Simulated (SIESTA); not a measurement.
Band structure of CdPt3 (Cmmm, 4 atoms in the cell).

```yaml
crystal:
  lattice:
    - [2.88572, -3.93101, 0.00000]
    - [2.88572, 3.93101, 0.00000]
    - [0.00000, 0.00000, 2.83469]
  atoms:
    - { symbol: Cd, position: [0.00000, 0.00000, 0.00000] }
    - { symbol: Pt, position: [0.50000, 0.50000, 0.00000] }
    - { symbol: Pt, position: [0.00000, 0.50000, 0.50000] }
    - { symbol: Pt, position: [0.50000, 0.00000, 0.50000] }
```

Level of theory: GGA PBEsol, numerical atomic orbitals DZP, PseudoDojo PBEsol standard norm-conserving potentials (rewritten from UPF to PSML) in SIESTA 5.4.2.

Settings: XC.functional = GGA; XC.authors = PBEsol; potentials = PseudoDojo PBEsol standard; PAO.BasisSize = DZP; PAO.EnergyShift = 0.005 Ry; MeshCutoff = 350 Ry; kgrid.MonkhorstPack = 5 5 8; OccupationFunction = FD; ElectronicTemperature = 0.05 eV; MaxSCFIterations = 150; SCF.Mixer.Method = Broyden; SCF.Mixer.Weight = 0.2; SCF.Mixer.History = 6; SCF.DM.Tolerance = 1.0E-04.

The starting cell comes from a database of computed structures (which also holds hypothetical and non-ambient phases and stackings), without a prior relaxation at this level. Spin-orbit coupling is off. Spin polarisation is off. Values carry the incompleteness of an atom-centred basis.

Levels in eV from the Fermi level, bands 33 to 38:
```tsv
point	33	34	35	36	37	38
Γ	-1.00	-0.97	-0.74	-0.68	0.16	0.17
X	-1.98	-1.94	-1.93	-1.19	-1.10	-0.64
S	-1.90	-1.55	-1.21	-1.19	-1.11	0.29
R	-1.81	-1.54	0.27	0.28	1.09	2.20
A	-0.70	-0.61	-0.14	0.19	0.87	1.24
Z	-2.31	-1.58	-1.54	0.43	0.92	1.70
Y	-1.99	-1.84	-1.68	-1.49	-1.45	-0.71
X1	-1.98	-1.94	-1.93	-1.19	-1.10	-0.64
A1	-0.70	-0.61	-0.14	0.19	0.87	1.24
T	-0.45	0.12	0.21	0.29	0.44	0.44
```

Bands cross the Fermi level along this path, so the cell is metallic at this level.

Higher empty bands are left out: an atom-centred basis made for the valence describes them poorly.
